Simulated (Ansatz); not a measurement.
Hops of point defects in silicon, each between lowest sites run for its defect: PBE bands (Ansatz, a program for electronic structure, plane waves to 420 eV, PAW, climbing-image NEB) beside r2SCAN single points (500 eV) at the PBE geometries. Static nuclei, no finite-size correction. The rows are a random draw from the bands that converged and passed our checks of state and shape. Saddle orders were checked for a part of the study's bands only and are not shown. Vacancies start on their lattice site; split forms were not set up. Charge states are imposed. Spin-orbit coupling is left out.

| Row | Defect | Route | Hop (Å) | Cell and PBE mesh | r2SCAN k-points | PBE barrier x (eV) | r2SCAN barrier y (eV) |
|---|---|---|---|---|---|---|---|
| 1 | interstitial Cd, charge +2 | Cd moves farthest | 2.36 | 64 sites, 2×2×2 shifted | same mesh | 0.59 | 0.59 |
| 2 | interstitial Br, charge -1 | Si moves farthest | 1.72 | 64 sites, 2×2×2 shifted | same mesh | 1.38 | 1.41 |
| 3 | interstitial Ni, charge 0 | Ni moves farthest | 1.26 | 216 sites, one k-point at (0.250, 0.250, 0.250) | same mesh | 0.08 | 0.16 |
| 4 | Ga-vacancy pair (Ga on Si, Si vacant), charge +1 | Ga changes places with the vacancy (Ga-vacancy distance between ideal sites 2.37 Å throughout) | 2.73 | 216 sites, one k-point at (0.250, 0.250, 0.250) | same mesh | 0.13 | 0.34 |
| 5 | interstitial Au, charge +1 | Au moves farthest | 1.92 | 216 sites, one k-point at (0.250, 0.250, 0.250) | same mesh | 0.09 | 0.21 |
| 6 | interstitial Li, charge +1 | Li moves farthest | 2.36 | 216 sites, Γ | same mesh | 0.60 | 0.63 |
| 7 | interstitial I, charge -1 | Si moves farthest | 2.12 | 64 sites, 2×2×2 shifted | same mesh | 1.18 | ? |

Problem. Fit a straight line y = a x + b to rows 1 to 6, predict row 7, and compare with the computed value.

Solution. Means: x̄ = 0.478, ȳ = 0.557 eV. Sums: Sxx = 1.271, Sxy = 1.150 eV². So a = Sxy/Sxx = 0.905 and b = ȳ − a x̄ = 0.124 eV, with a scatter of 0.07 eV about the line. Row 7: 0.905 × 1.18 + 0.124 ≈ 1.19 eV. The computed r2SCAN value is 1.12 eV, -0.07 eV from the line, within the scatter. The line only summarises these rows of one host.
